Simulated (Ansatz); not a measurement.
Start from GaN in the wurtzite structure (space group P6_3mc, No. 186; a = 3.183 Å, c = 5.185 Å).

The values are results of PBEsol (Ansatz, an electronic-structure program), without spin-orbit coupling, not measurements.

Its conduction minimum is a single valley at Γ with mass 0.17 mₑ.

Now apply this change: electron doping at 1.0×10^22 cm⁻³ (0.455 per cell), with a uniform compensating background at fixed cell and a 300 K Fermi–Dirac width.

**Question.** Where would a parabolic band put the Fermi level, and where does the calculation put it?

**Answer.** k_F = (3π²n)^(1/3) = 0.667 Å⁻¹, so ħ²k_F²/2m = 10 eV above the band edge at zero temperature. The calculation gives 2.50 eV (to 0.05 eV): the band is strongly non-parabolic or higher valleys fill at this density.

Carriers are added with a uniform compensating background; total energy and stress of such cells depend on the potential's zero and are not compared; many-body gap narrowing is missing at this level. The levels and masses belong to the bands next to the band gap. Masses are band curvatures over ±0.01 Å⁻¹ around the edge. No phonon test of stability was made.
